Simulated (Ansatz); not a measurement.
# Pd, response to strain

Consider Pd in the fcc (Cu type) structure (space group Fm-3m, No. 225; a = 3.841 Å; relaxed with 0.1 eV smearing). Axes: x, y, z lie along the cube axes.

Strains are applied to the cell and any free atomic positions relax; under biaxial strain the out-of-plane vector relaxes too.

Level of theory: LDA (Ansatz, an electronic-structure program; PAW; 420 eV plane waves; scalar-relativistic without spin-orbit coupling).

Notes on the quantities. energy relative to the base: free energy F; pressure: mean of the normal stresses, compression positive.

| variant | out-of-plane strain | energy relative to the base | pressure |
|---|---|---|---|
| base | – | 0 meV/atom | 0.0 GPa |
| biaxial strain −2.50 %, plane normal [111], relaxed out of plane | +2.42 % | +22 meV/atom | 7.1 GPa |
| biaxial strain −2.08 %, plane normal [111], relaxed out of plane | +2.01 % | +15 meV/atom | 5.7 GPa |
| biaxial strain −1.67 %, plane normal [111], relaxed out of plane | +1.61 % | +9.5 meV/atom | 4.5 GPa |
| biaxial strain −1.25 %, plane normal [111], relaxed out of plane | +1.20 % | +5.2 meV/atom | 3.2 GPa |
| biaxial strain −0.42 %, plane normal [111], relaxed out of plane | +0.40 % | +0.6 meV/atom | 1.0 GPa |
| biaxial strain +0.42 %, plane normal [111], relaxed out of plane | -0.39 % | +0.5 meV/atom | -1.0 GPa |
| biaxial strain +1.25 %, plane normal [111], relaxed out of plane | -1.16 % | +4.7 meV/atom | -2.8 GPa |
| biaxial strain +1.67 %, plane normal [111], relaxed out of plane | -1.54 % | +8.2 meV/atom | -3.6 GPa |
| biaxial strain +2.08 %, plane normal [111], relaxed out of plane | -1.91 % | +13 meV/atom | -4.3 GPa |

No phonon test of stability was made. The final runs are not spin-polarised. Pd lies near a magnetic instability that expansion can trigger; it was not tested.
